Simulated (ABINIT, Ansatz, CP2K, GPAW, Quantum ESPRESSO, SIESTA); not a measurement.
# One structure in several programs: Bi (P2_1/m, 4 atoms in the cell)

Self-consistent single point, at a second geometry (lattice scaled by 0.98). First geometry:

```yaml
crystal:
  lattice:
    - [4.51733, 0.00000, 0.00000]
    - [0.00000, 4.48236, 0.00000]
    - [-1.48056, 0.00000, 6.50406]
  atoms:
    - { symbol: Bi, position: [0.85569, 0.25000, 0.78518] }
    - { symbol: Bi, position: [0.14431, 0.75000, 0.21482] }
    - { symbol: Bi, position: [0.67717, 0.25000, 0.31790] }
    - { symbol: Bi, position: [0.32283, 0.75000, 0.68210] }
```

Shared settings, as Ansatz (a first-principles code) writes them: kpoints.mp_grid.grid = 5 4 3; scf.occupations.method = gaussian; scf.occupations.width = 0.01 Ry. Potentials and cutoffs stand in the table.

```json
[
 {"code": "ABINIT", "model": "LDA (PW92), norm-conserving pseudopotentials (PseudoDojo nc-sr-04 LDA standard)", "ΔF from the first geometry (meV/atom)": "11.2", "pressure (GPa)": "2.84", "largest force (eV/Å)": "0.386", "cutoff": "35 Ha"},
 {"code": "CP2K", "model": "LDA (Pade form), GPW, DZVP-MOLOPT-SR-GTH basis, GTH-PADE potentials (GTH_POTENTIALS)", "ΔF from the first geometry (meV/atom)": "16.7", "pressure (GPa)": "3.32", "largest force (eV/Å)": "0.238", "cutoff": "grid 400 Ry"},
 {"code": "GPAW", "model": "LDA (Perdew-Wang 92), GPAW PAW datasets LDA (gpaw-data 1.0.1)", "ΔF from the first geometry (meV/atom)": "11.3", "pressure (GPa)": "2.82", "largest force (eV/Å)": "0.353", "cutoff": "600 eV"},
 {"code": "Ansatz", "model": "LDA (PW92), default PAW files made with PBE", "ΔF from the first geometry (meV/atom)": "12.6", "pressure (GPa)": "2.95", "largest force (eV/Å)": "0.382", "cutoff": "30.9 Ry"},
 {"code": "SIESTA", "model": "LDA PW92, numerical atomic orbitals DZP, PseudoDojo LDA standard norm-conserving potentials (rewritten from UPF to PSML)", "ΔF from the first geometry (meV/atom)": "20.6", "pressure (GPa)": "3.73", "largest force (eV/Å)": "0.552", "cutoff": "grid 300 Ry"},
 {"code": "Quantum ESPRESSO", "model": "LDA (PW92), PseudoDojo standard norm-conserving (LDA) pseudopotentials", "ΔF from the first geometry (meV/atom)": "11.2", "pressure (GPa)": "2.84", "largest force (eV/Å)": "0.386", "cutoff": "70 Ry"}
]
```

Size of the force on each atom (eV/Å): Sizes of forces hide their directions.

| code | Bi1 | Bi2 | Bi3 | Bi4 |
|---|---|---|---|---|
| ABINIT | 0.386 | 0.386 | 0.258 | 0.258 |
| CP2K | 0.238 | 0.238 | 0.201 | 0.201 |
| GPAW | 0.353 | 0.353 | 0.242 | 0.242 |
| Ansatz | 0.382 | 0.382 | 0.253 | 0.253 |
| SIESTA | 0.552 | 0.552 | 0.414 | 0.414 |
| Quantum ESPRESSO | 0.386 | 0.386 | 0.258 | 0.258 |

On Ansatz's run: spin-orbit coupling is off.

The spread over the programs that give each value: ΔF from the first geometry within 9.4 meV/atom; pressure within 0.91 GPa; largest force within 0.314 eV/Å.

CP2K and SIESTA use small atom-centred bases, whose incompleteness enters pressures, forces and empty levels differently from a plane-wave cutoff. Ansatz's pressure is given at a fixed set of plane waves, as the other plane-wave codes print theirs. In the force vectors, CP2K (by 0.153) and SIESTA (by 0.172) lie more than 0.08 eV/Å from the median of the plane-wave programs.

The shared mesh is coarse (it stands for a supercell whose shortest vector is 18 Å), so the values are not converged in it.

The starting cell comes from a database of computed structures (which also holds hypothetical and non-ambient phases and stackings), without a prior relaxation at this level. Its lattice was rescaled by a random factor within 2.5 % of one. For this run, on top of that: lattice scaled by 0.98.

Left out of this page: Elk and FLEUR (not drawn, or without a comparable value).

Keys are those of Ansatz 0.2.
